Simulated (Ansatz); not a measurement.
**How the lattice parameter c of ZnSnN2 (model structure, started from the chalcopyrite type, I-42d, No. 122, 8 atoms in the cell) moves with the method**

No measured value is used here.

```json
[
 {"level (code)": "PBE (Ansatz)", "value (Å)": "9.669"},
 {"level (code)": "PBEsol (Ansatz)", "value (Å)": "9.564"},
 {"level (code)": "PBE-D3(BJ) (Ansatz)", "value (Å)": "…"}
]
```

Complete the blanks.


- PBE-D3(BJ) (Ansatz, an electronic-structure program), value (Å): 9.602

Ansatz's density-functional and Hartree–Fock values are scalar-relativistic unless marked +SOC, with PAW data made under PBE.

A model structure was made by putting elements into a prototype or built by hand; it is no filed structure, need not be a known phase, and can be a saddle point held by its symmetry.
